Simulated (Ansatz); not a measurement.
**SiC (I-4m2): band-edge transport data**

Here is the system:

```yaml
crystal:
  lattice:
    - [0.00000, 2.16844, 2.18541]
    - [2.16844, 0.00000, 2.18541]
    - [2.16844, 2.16844, 0.00000]
  atoms:
    - { symbol: Si, position: [0.25000, 0.25000, 0.25000] }
    - { symbol: C, position: [0.00000, 0.00000, 0.00000] }
```

Computed with PBEsol with spin-orbit coupling, rigid bands (plane waves, PAW; Ansatz, a quantum-chemistry and plane-wave program). Condition of this run: biaxial stress xx = yy = 2 GPa (compression positive) (the target of the relaxation). Geometry: cell and atoms relaxed with PBEsol, then loaded as said.

band gap: 1.19 eV
electron conductivity mass (300 K, dilute): 0.34 (x), 0.34 (y), 0.24 (z) mₑ
hole conductivity mass (300 K, dilute): 0.66 (x), 0.66 (y), 0.74 (z) mₑ
effective density of states N_c (300 K): 9.9e18 cm⁻³
effective density of states N_v (300 K): 9.0e19 cm⁻³
density-of-states mass, electrons: 0.54 mₑ
density-of-states mass, holes: 2.3 mₑ
Seebeck coefficient, n-type 1e19 cm⁻³, 300 K: -229 μV/K
best n-type power factor at 300 K for τ = 10 fs (best axis; densities from 1e16 to 1e21 cm⁻³ tried, whether or not they can be reached): 7.1 μW/(cm·K²) at 3e19 cm⁻³
Seebeck coefficient, p-type 1e19 cm⁻³, 300 K: 429 μV/K
best p-type power factor at 300 K for τ = 10 fs (best axis; densities from 1e16 to 1e21 cm⁻³ tried, whether or not they can be reached): 30 μW/(cm·K²) at 3e20 cm⁻³

Rigid bands; masses and Seebeck coefficients take one relaxation time τ for all states and one kind of carrier; polarons and phonon drag are left out.
